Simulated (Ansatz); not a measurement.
Given:

```
KTaO3
1.0
    3.98100    -0.01324    -0.01324
   -0.01324     3.98100    -0.01324
   -0.01324    -0.01324     3.98100
K Ta O
1 1 3
Direct
  0.50000   0.50000   0.50000
  0.00000   0.00000   0.00000
  0.00000   0.50000   0.00000
  0.50000   0.00000   0.00000
  0.00000   0.00000   0.50000
```

Calculation: PBEsol with spin-orbit coupling, rigid bands (plane waves, PAW; Ansatz, an electronic-structure program). Condition of this run: uniaxial stress along [111] of 2 GPa (compression positive) (the target of the relaxation). Geometry: cell and atoms relaxed with PBEsol, then loaded as said.

**Question.** Predict the hole conductivity mass (n e² τ/σ) at 300 K, by direction if it differs.

**Answer.** 2.1 mₑ.

**Question.** What conductivity effective mass do dilute electrons have at 300 K?

**Answer.** 0.47 mₑ.

**Question.** And the band gap?

**Answer.** 1.99 eV at this level; semilocal functionals usually fall short of the measured gap.

Rigid bands, one relaxation time for all states, no polarons.
